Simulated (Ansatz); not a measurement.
Consider HgTe in the zinc blende structure (space group F-43m, No. 216; a = 6.651 Å).

All numbers come from PBE (Ansatz, a program for electronic structure), spin-orbit coupling left out, earlier PAW set.

For the base:

```
Quantity    Value
--------  -------
Pressure  0.0 GPa
Band gap     zero
```

The change: every lattice vector is shortened by 3.71 %, atoms relaxed at fixed cell.

Task: Predict the new energy relative to the base, pressure and band gap.

Result: The energy rises by 57 meV/atom; the pressure goes from zero to 5.2 GPa; the band gap stays zero.

Spin-orbit coupling, missing from the scalar runs, can matter with Hg and Te. The cells carry an imposed strain or load. Whether these cells are dynamically stable was not tested. The final runs are not spin-polarised. The zero or small gap of HgTe can change with the level of theory.
